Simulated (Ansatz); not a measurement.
An Ansatz (a quantum-chemistry and plane-wave program) run: La3Tl; DFT with PBEsol, PAW potentials and a 420 eV plane-wave cutoff in Ansatz, spin-orbit coupling left out.

Input:

Ansatz 0.2 input:
```yaml
crystal:
  lattice:
    - [4.9681558872, 0, 0]
    - [0, 4.9681558872, 0]
    - [0, 0, 4.9681558872]
  atoms:
    - { symbol: La, position: [0, 0.5, 0.5] }
    - { symbol: La, position: [0.5, 0, 0.5] }
    - { symbol: La, position: [0.5, 0.5, 0] }
    - { symbol: Tl, position: [0, 0, 0] }
basis: { ecutwfc: 420, ecutrho_ratio: 4, xc_grid: 2, fft_grid_basis: typed }
kpoints: { mp_grid: { grid: [10, 10, 10] } }
hamiltonian:
  xc: pbesol
  dispersion: none
  pseudopotentials: { kind: paw }
scf: { occupations: { method: fermi_dirac, width: 0.05 }, convergence: { dr2_threshold: 0.0000000004 } }
output: { forces: true, stress: true }
```

Output (explanatory and most iteration lines left out):

```
Pseudopotential: La, paw, valence charge 11
Pseudopotential: Tl, paw, valence charge 13
Crystal: 4 atoms, lattice volume = 122.627 Å³
Basis set: ecut = 420 eV, 2373 PW (Γ), exchange–correlation on 72×72×72 points (8 copies of the dense FFT grid, shifted against one another)
Bands: 27, of which v1, the nominal top of the filled ones, is band 23 counted from 1 (22 counted from 0)
Symmetry: 48 space group operations
Space group: Pm-3m (ITA 221), of the structure as read, at distance tolerance 5.0e-5 Å
k-points: 56 of 1000
Functional: x = pbesol(κ = 0.804, μ = 0.12345679012345678), c = pbesol(β = 0.046)
SCF iter   1: F=—  HF=-29780.678030 eV  |F-HF|=—  |Δ(HF+E_count)|=         —  Δρ=4.32e-3  dr2=5.14e-2  ethr=1.77e-3  ⟨swp⟩=5.4  Hψ=7193  notcnv=0
SCF iter   2: F=—  HF=-29780.669222 eV  |F-HF|=—  |Δ(HF+E_count)|=   8.81e-3  Δρ=2.71e-3  dr2=2.17e-2  ethr=1.12e-4  ⟨swp⟩=1.5  Hψ=2124  notcnv=0
SCF 1 converged in 8 iterations: F = -29780.663699 eV  dr2 = 5.47e-11
SCF converged after 8 iterations
Free energy (F): -29780.663699 eV
Internal energy: -29780.620228 eV  (E = F + TS)
E sigma→0 (E₀):  -29780.641964 eV
Entropy (-TS):   -0.043471 eV (-10.868 meV/atom)
Fermi energy:    12.483014 eV
--- Forces (eV/Å), atoms counted from 1 ---
  atom   1  La     0.00000000    -0.00000000    -0.00000000
  atom   2  La    -0.00000000    -0.00000000    -0.00000000
  atom   3  La    -0.00000000    -0.00000000     0.00000000
  atom   4  Tl    -0.00000000     0.00000000    -0.00000000
--- Stress (GPa, compression-positive) ---
        0.008145       0.000000       0.000000
        0.000000       0.008145       0.000000
        0.000000       0.000000       0.008145
  P = ⅓ Tr σ = 0.0081 GPa (0.081 kbar)
```

No phonon test of stability was made. The cell is La3Tl in the Cu3Au type structure (space group Pm-3m, No. 221).
